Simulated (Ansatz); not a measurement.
Bond-angle distributions (per cent of the angles at each element, bins of 10°) of a relaxed model of amorphous Zr20O42Ti at 5.19 g/cm³. All values below come from PBE, scalar-relativistic without spin-orbit coupling (plane waves to 420 eV, PAW; Ansatz, a first-principles code).

It comes from a melt-quench run on a machine-learned potential (CHGNet), relaxed afterwards by DFT. O atoms were pushed apart under 1.9 Å during the dynamics, to hinder bonds among them. The hot cell started wider than the set density and was brought back towards it in steps. It is the lowest in DFT energy of 2 quenches. It is a model cell: composition and starting density were chosen by hand, and all elements were melted together. No dispersion term was used. Its density started from a set value of 5.21 and ended at 5.19 g/cm³. The simulated quench (nominally 380 K/ps over its main leg) is rapid and tends to freeze in more defects than a deposited or slowly cooled glass has. A cell of this size samples the disorder only roughly. The volume was free in the relaxation, at fixed shape. Stress components on the final sampling reach 2.0 GPa. Cycles of charging lowered its energy after that relaxation.

Cut-offs for bonds: Zr-Zr 3.41 Å, Zr-O 2.56 Å, Zr-Ti 3.27 Å, O-O 1.58 Å, O-Ti 2.49 Å, Ti-Ti 3.12 Å. Two cations that share two anions don't count as bonded, nor two that share one unless they lie closer than Zr-Zr 3.32 Å, Zr-Ti 3.18 Å, Ti-Ti 3.04 Å.

| angle (°) | at Zr | at O |
|---|---|---|
| 50-60 | 0 | 0 |
| 60-70 | 5 | 0 |
| 70-80 | 24 | 0 |
| 80-90 | 17 | 3 |
| 90-100 | 12 | 10 |
| 100-110 | 6 | 40 |
| 110-120 | 8 | 10 |
| 120-130 | 6 | 15 |
| 130-140 | 6 | 12 |
| 140-150 | 11 | 9 |
| 150-160 | 4 | 1 |
| 160-170 | 2 | 1 |
| 170-180 | 1 | 0 |

They go with these counts of neighbours within the cut-offs, cation contacts included: Zr mean 6.2, most often 6; O mean 3.1, most often 3.
